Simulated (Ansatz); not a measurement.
Take Hf in the hcp (Mg type) structure (space group P6_3/mmc, No. 194; a = 3.159 Å, c = 5.000 Å) as the base. Axes: x lies along a and z along c of the hexagonal cell.

All numbers come from PBEsol in Ansatz (plane waves to 420 eV, PAW, scalar-relativistic without spin-orbit coupling).

For the base:

| Property | Result |
|---|---|
| Pressure | 0.0 GPa |
| Volume per atom | 21.61 Å³ |
| Band gap | zero |

Perturbation: biaxial strain −3.78 %, plane normal [001], relaxed out of plane (Cartesian); in-plane vectors clamped, the third vector and the atoms free.

Problem. Estimate the effect on the pressure, volume per atom and band gap.

Solution. The pressure (mean of the normal stresses, compression positive) goes from zero to 5.7 GPa; the volume per atom decreases by 1.01 Å³ to 20.60 Å³; the band gap is still zero.

Stability against distortions was not tested. The final runs are not spin-polarised.

Ansatz is a program for electronic structure.
